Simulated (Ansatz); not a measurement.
Ansatz (an electronic-structure program) run on LaOF (P4mm, 6 atoms in the cell): self-consistent single point.

Method: LDA (PW92), default PAW files made with PBE (plane waves; Ansatz).

The change in words: lattice scaled by 0.98; basis.ecutwfc: 420 eV → 145 eV. Reference geometry:
```yaml
crystal:
  lattice:
    - [4.08959, 0.00000, 0.00000]
    - [0.00000, 4.08959, 0.00000]
    - [0.00000, 0.00000, 5.84299]
  atoms:
    - { symbol: La, position: [0.50000, 0.00000, 0.72427] }
    - { symbol: La, position: [0.00000, 0.50000, 0.28429] }
    - { symbol: O, position: [0.00000, 0.00000, 0.50000] }
    - { symbol: O, position: [0.50000, 0.50000, 0.50000] }
    - { symbol: F, position: [0.50000, 0.50000, 0.00000] }
    - { symbol: F, position: [0.00000, 0.00000, 0.00000] }
```

Reference input (self-consistent single point, DFT, LDA (PW92), plane waves, default PAW files made with PBE): basis.ecutwfc = 420 eV; kpoints.mp_grid.grid = 6 6 4; hamiltonian.xc = lda; hamiltonian.pseudopotentials = {kind: paw} (the program's default PAW files); scf.occupations.method = fermi_dirac; scf.occupations.width = 0.05 eV. This run's input differs from it in these lines:

Ansatz 0.2 input:
```diff
@@ -3,5 +3,5 @@
   lattice:
-    - [4.089586, 0.000000, 0.000000]
-    - [0.000000, 4.089586, 0.000000]
-    - [0.000000, 0.000000, 5.842990]
+    - [4.007794, 0.000000, 0.000000]
+    - [0.000000, 4.007794, 0.000000]
+    - [0.000000, 0.000000, 5.726130]
   atoms:
@@ -14,3 +14,3 @@
 basis:
-  ecutwfc: 420.0
+  ecutwfc: 145.0
 kpoints:
```

Output, abridged:

```
SCF iter   1: F=—  HF=-14771.943925 eV  |F-HF|=—  |Δ(HF+E_count)|=         —  Δρ=4.18e-1  dr2=8.59e1  ethr=1.77e-3  ⟨swp⟩=6.8  Hψ=4281  notcnv=0
all-band conjugate gradients solve this SCF's bands
preconditioner: auto → Resta (q_TF=auto, 2.448 Å⁻¹)
SCF iter   2: F=—  HF=-14739.570234 eV  |F-HF|=—  |Δ(HF+E_count)|=    3.24e1  Δρ=1.26e-1  dr2=3.82e0  ethr=1.77e-3  ⟨swp⟩=3.9  Hψ=2871  notcnv=0  defer=48
   [... lines left out ...]
SCF iter   5: F=—  HF=-14737.284512 eV  |F-HF|=—  |Δ(HF+E_count)|=   8.06e-3  Δρ=8.86e-4  dr2=9.46e-4  ethr=5.13e-5  ⟨swp⟩=2.0  Hψ=1182  notcnv=0  defer=51
SCF iter   6: F=—  HF=-14737.284256 eV  |F-HF|=—  |Δ(HF+E_count)|=   2.56e-4  Δρ=3.18e-4  dr2=5.71e-5  ethr=1.97e-6  ⟨swp⟩=2.0  Hψ=1311  notcnv=0  defer=51
SCF iter   7: F=—  HF=-14737.284252 eV  |F-HF|=—  |Δ(HF+E_count)|=   4.25e-6  Δρ=3.88e-5  dr2=1.64e-6  ethr=1.19e-7  ⟨swp⟩=2.0  Hψ=1442  notcnv=0  defer=51
SCF iter   8: F=-14737.284253 eV  HF=-14737.284253 eV  |F-HF|=3.37e-8  |Δ(HF+E_count)|=   6.88e-7  Δρ=5.78e-6  dr2=5.52e-8  ethr=2.08e-10  ⟨swp⟩=9.9  Hψ=4141  notcnv=0
SCF 1 converged in 8 iterations: F = -14737.284253 eV  dr2 = 5.52e-8
Free energy (F): -14737.284253 eV
Internal energy: -14737.284253 eV  (E = F + TS)
E sigma→0 (E₀):  -14737.284253 eV
Fermi energy:    11.375196 eV
--- Forces (eV/Å), atoms counted from 1 ---
  atom   1  La     0.00000000     0.00000000     2.00785231
  atom   2  La    -0.00000000     0.00000000    -3.08718664
  atom   3  O      0.00000000     0.00000000     0.33335628
  atom   4  O      0.00000000     0.00000000     0.33335628
  atom   5  F      0.00000000     0.00000000     0.20624570
  atom   6  F     -0.00000000     0.00000000     0.20624570
--- Stress (GPa, compression-positive) ---
       -6.367156       0.000000      -0.000000
        0.000000      -6.367156       0.000000
       -0.000000       0.000000      -6.599433
  P = ⅓ Tr σ = -6.4446 GPa (-64.446 kbar)
  The stress holds the Pulay correction. Without it, at fixed plane waves, as pw.x and ABINIT print it: P = -431.5051 GPa
```

The run converged in 8 iterations. Against the reference run the free energy goes up by 21.0 eV/atom, the pressure goes from -8.16 to -6.44 GPa, the largest force goes from 0.956 to 3.087 eV/Å and the gap on the mesh goes from 4.351 to 4.013 eV.

The starting cell comes from a database of computed structures (which also holds hypothetical and non-ambient phases and stackings), without a prior relaxation at this level. Its lattice was rescaled by up to half a per cent. One atom was moved a little off its site on purpose. For this run, on top of that: lattice scaled by 0.98. Forces in this geometry exceed 1 eV/Å. Ansatz's pressure includes its estimate of the finite-basis (Pulay) stress. Without the estimate this run gives -431.51 GPa. The cutoff lies below the one recommended for these files.
